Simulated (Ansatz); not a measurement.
Seebeck coefficient (μV/K, mean over directions) of n-type CdS (P6_3mc) against carrier density, r2SCAN with spin-orbit coupling, rigid bands run with Ansatz (an electronic-structure program). Computed gap 1.69 eV; densities at which minority carriers matter at this gap, or further valleys turn the trend, are left out. Conductivity mass 0.172 mₑ (harmonic mean over directions), N_c = 1.8e18 cm⁻³ at 300 K.

| electron density | 300 K | 500 K |
|---|---|---|
| 1e16 cm⁻³ | -657 | -725 |
| 1e17 cm⁻³ | -459 | -527 |
| 1e18 cm⁻³ | ___ | -331 |
| 3e18 cm⁻³ | -179 | ___ |
| 1e19 cm⁻³ | -101 | -151 |
| 3e19 cm⁻³ | -54 | -88 |
| 1e20 cm⁻³ | -27 | -45 |
| 3e20 cm⁻³ | -15 | ___ |
| 1e21 cm⁻³ | -9 | -14 |

Task: Fill in the missing entries.

Result: 
- 1e18 cm⁻³, 300 K: -265
- 3e18 cm⁻³, 500 K: -241
- 3e20 cm⁻³, 500 K: -25

Rigid bands with a gap fixed in temperature, one relaxation time for all states, no polarons or phonon drag, and whether or not such doping can be reached. Geometry: cell and atoms relaxed with PBEsol.
